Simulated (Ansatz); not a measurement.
Partial pair distribution functions of a relaxed model of amorphous Ge₁₂Sb₁₂Te₃₀Bi₃, broadened by 0.06 Å; density 6.40 g/cm³. Computed with PBE-D3(BJ), scalar-relativistic without spin-orbit coupling, PAW (Ansatz default set, large-core Te) (plane waves to 420 eV; Ansatz, a quantum-chemistry and plane-wave program).

A CHGNet melt-quench gave the starting glass, which DFT then relaxed. The hot cell started wider than the set density and was brought back towards it in steps. It is the lowest in DFT energy of 3 quenches. It is a model cell: composition and starting density were chosen by hand, and all elements were melted together. The geometry includes D3(BJ) dispersion. Its density started from a set value of 6.10 and ended at 6.40 g/cm³. Cooling (nominally 63 K/ps over its main leg) ran many orders faster than in experiment, which tends to leave more defects and strain. One small periodic cell is one sample of the glass; other quenches scatter about these values. Volume and shape were free in the relaxation. On a 2×2×2 Γ-centred mesh force components of up to 0.18 eV/Å stay, since the relaxation ran on one k-point at (1/4, 1/4, 1/4).

| r (Å) | g Ge-Te | g Sb-Te | g Ge-Ge | g Sb-Sb |
|---|---|---|---|---|
| 2.45 | 0.02 | 0.00 | 0.00 | 0.00 |
| 2.55 | 0.54 | 0.00 | 0.00 | 0.00 |
| 2.65 | 3.00 | 0.00 | 0.00 | 0.00 |
| 2.75 | 5.38 | 0.38 | 0.00 | 0.03 |
| 2.85 | 4.82 | 3.68 | 0.00 | 0.80 |
| 2.95 | 2.39 | 5.74 | 0.08 | 1.34 |
| 3.05 | 1.28 | 2.96 | 1.05 | 0.75 |
| 3.15 | 0.96 | 1.28 | 0.86 | 1.21 |
| 3.25 | 0.94 | 1.10 | 0.06 | 0.15 |
| 3.35 | 0.76 | 1.30 | 0.44 | 0.00 |
| 3.45 | 0.73 | 1.64 | 1.31 | 0.00 |
| 3.55 | 0.99 | 1.89 | 1.24 | 0.00 |
| 3.65 | 1.16 | 1.23 | 1.25 | 0.00 |
| 3.75 | 0.88 | 1.17 | 2.25 | 0.00 |
| 3.85 | 1.10 | 0.80 | 1.84 | 0.04 |
| 3.95 | 1.23 | 0.75 | 1.61 | 0.96 |
| 4.05 | 0.97 | 1.01 | 1.45 | 2.57 |
| 4.15 | 0.43 | 0.94 | 1.73 | 2.05 |
| 4.25 | 0.48 | 0.76 | 1.21 | 1.89 |
| 4.35 | 0.69 | 1.11 | 0.10 | 1.37 |
| 4.45 | 0.69 | 0.94 | 0.49 | 0.19 |
| 4.55 | 0.71 | 0.79 | 2.31 | 1.12 |
| 4.65 | 0.55 | 0.62 | 0.90 | 2.04 |
| 4.75 | 0.64 | 0.92 | 0.04 | 0.57 |
| 4.85 | 0.68 | 0.61 | 0.54 | 1.06 |
| 4.95 | 0.60 | 0.66 | 1.51 | 1.17 |
| 5.05 | 0.57 | 0.78 | 0.39 | 1.22 |
| 5.15 | 0.78 | 0.71 | 0.78 | 0.36 |
| 5.25 | 1.09 | 0.82 | 1.04 | 0.82 |
| 5.35 | 1.04 | 0.60 | 0.80 | 1.25 |
| 5.45 | 0.83 | 0.53 | 0.51 | 0.78 |
| 5.55 | 1.24 | 0.45 | 0.25 | 1.03 |
| 5.65 | 1.19 | 0.66 | 0.24 | 1.46 |
| 5.75 | 1.02 | 0.77 | 0.92 | 1.10 |

Within 3.16 Å each Ge has 3.08 Te neighbours on average.
